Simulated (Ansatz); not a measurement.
Results of rVV10 in Ansatz (PAW) for MgCO3 (R-3c, No. 167).

Settings: plane-wave cutoff 520 eV, 10×10×10 k mesh, Fermi–Dirac smearing 0.01 eV, scalar-relativistic PAW data made under PBE.

Equation-of-state points:

| V (Å³/atom) | E − E_lowest (meV/atom) | P (GPa) |
|---|---|---|
| 9.125 | 5.53 | 4.85 |
| 9.315 | 1.33 | 2.29 |
| 9.505 | 0.00 | 0.00 |
| 9.695 | 1.24 | -2.05 |
| 9.885 | 4.77 | -3.87 |

Q: Estimate the bulk modulus from the pressures at 9.315 and 9.695 Å³/atom, and compare it with a fit to all energies.

A: B = −V dP/dV. Between V = 9.315 and 9.695 Å³/atom, dP/dV = (-2.05 − (2.29))/(9.695 − 9.315) = -11.4 GPa per Å³/atom; at the midpoint 9.505 Å³/atom this gives B ≈ 109 GPa. The third-order Birch–Murnaghan fit gives V0 = 9.504 Å³/atom, B0 = 108 GPa, B′ = 4.7, which lies within 1 % of that estimate.

Shape and atoms are relaxed at each volume.

Note: the bulk modulus comes from volumes at which shape and atoms were relaxed.

Static lattice: no zero-point or thermal effects.

Ansatz is a first-principles code.
